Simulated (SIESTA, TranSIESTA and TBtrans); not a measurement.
Pt chain with one Cu atom in place of Pt

Junction: Pt chain with one Cu atom in place of Pt. Leads: straight Pt chain, spacing 2.28 Å. Geometry: 3 atoms about the centre moved by SIESTA (PBE, DZP) to a largest force of 0.03 eV/Å, all others as built, motion along the axis alone.

Computed with TranSIESTA and TBtrans, PBE, SZP numerical orbitals (energy shift 0.15 eV), PseudoDojo norm-conserving scalar-relativistic potentials, mesh cutoff 200 Ry, 300 K, spin-polarised (collinear), no spin-orbit coupling; self-consistent non-equilibrium Green functions.

| Property | Result |
|---|---|
| Conductance at 300 K (G0 = 2e²/h) | 2.79 |
| Mean T from −0.5 to 0.5 eV | 2.60 |

Energies count from the leads' Fermi level. Transmissions are for each spin. The energy step is 0.01 eV; narrower resonances are cut or missed.

```
E (eV)  T up  T down  lead channels up  down
------  ----  ------  ----------------  ----
-2.00   2.44    2.44                 3     3
-1.80   2.04    2.05                 4     4
-1.60   2.10    2.10                 4     4
-1.40   2.40    2.39                 6     6
-1.20   2.53    2.53                 6     6
-1.00   2.61    2.61                 6     6
-0.80   2.66    2.66                 6     6
-0.60   2.70    2.70                 6     6
-0.40   2.74    2.74                 6     6
-0.20   2.78    2.78                 4     4
0.00    2.79    2.79                 4     4
0.20    2.61    2.62                 4     4
0.40    2.10    2.10                 4     4
0.60    1.67    1.68                 3     3
0.80    1.33    1.33                 3     3
1.00    1.01    1.01                 3     3
1.20    0.94    0.94                 1     1
1.40    0.94    0.94                 1     1
1.60    0.94    0.94                 1     1
1.80    0.94    0.94                 1     1
2.00    0.95    0.95                 1     1
```

A magnetic start was tried, and the separate lead runs end without a moment. The straight chain is held at its spacing; free chains may zigzag or dimerise. Spin-orbit coupling, left out here, matters for the heavy atoms.
